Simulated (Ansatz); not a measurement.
**germanium: the defect P on the Ge site (P_Ge)**

These are PBE, PAW (plane waves to 420 eV; Ansatz, a first-principles code) values and carry that method's errors. Cell and caveats: 64-site cell; 2×2×2 shifted k-points; start: the Ge site; the functional closes the host's gap; not converged in cell size.

Neighbours after relaxation, in Å: of the P atom: Ge 2.46, Ge 2.46, Ge 2.46, Ge 2.46.

Formation energies E_f are those of the neutral cell. Chemical conditions: host crystal and elements as references (Δμ(Ge) = 0.00 eV, Δμ(P) = 0.00 eV; P taken from its element, since no compound that bounds it was computed at this level; only phases computed here count, gases as isolated molecules at 0 K). Reference phases: Ge: germanium, P: black phosphorus.

| charge | moment (μB) | largest move off a lattice site (Å) | E_f, host crystal and elements as references (eV) |
|---|---|---|---|
| 0† | quenched | 0.04 | 0.26 |

† Not settled in this cell, so no level is given: charge 0: a level filled in part.

Starting moments that weren't kept: charge 0 began with 1 μB and ended with 0.0.

All states together cost about 3 core-hours (a rough figure).
